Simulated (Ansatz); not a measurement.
# C: response to strain

The reference is C in the diamond structure (space group Fd-3m, No. 227).

```xyz
2
Lattice="0.0000 1.7801 1.7801 1.7801 0.0000 1.7801 1.7801 1.7801 0.0000" Properties=species:S:1:pos:R:3 pbc="T T T"
C      0.0000     0.0000     0.0000
C      0.8901     0.8901     0.8901
```

Cartesian axes are those of the cell as printed.

Strains are applied to the cell and any free atomic positions relax.

Level of theory: Kohn–Sham DFT with the r2SCAN functional, run in Ansatz (a program for electronic structure) with PAW and 500 eV plane waves, no spin-orbit coupling.

Notes on the quantities. energy relative to the base: free energy F; pressure: mean of the normal stresses, compression positive.

```csv
case,band gap,volume per atom,smallest direct gap,energy relative to the base,pressure
base,4.36 eV,5.64 Å³,5.90 eV,0 meV/atom,0.01 GPa
uniaxial strain ε_zz = +0.50 %,4.29 eV,5.67 Å³,5.83 eV,+0.5 meV/atom,-2.22 GPa
uniaxial strain ε_zz = +1.00 %,4.21 eV,5.70 Å³,5.77 eV,+1.9 meV/atom,-4.39 GPa
uniaxial strain ε_zz = +1.50 %,4.13 eV,5.73 Å³,5.71 eV,+4.3 meV/atom,-6.51 GPa
uniaxial strain ε_zz = +2.00 %,4.05 eV,5.75 Å³,5.65 eV,+7.7 meV/atom,-8.58 GPa
uniaxial strain ε_zz = +2.50 %,3.98 eV,5.78 Å³,5.59 eV,+12 meV/atom,-10.60 GPa
uniaxial strain ε_zz = +3.00 %,3.90 eV,5.81 Å³,5.53 eV,+17 meV/atom,-12.57 GPa
```

Whether these cells are dynamically stable was not tested.
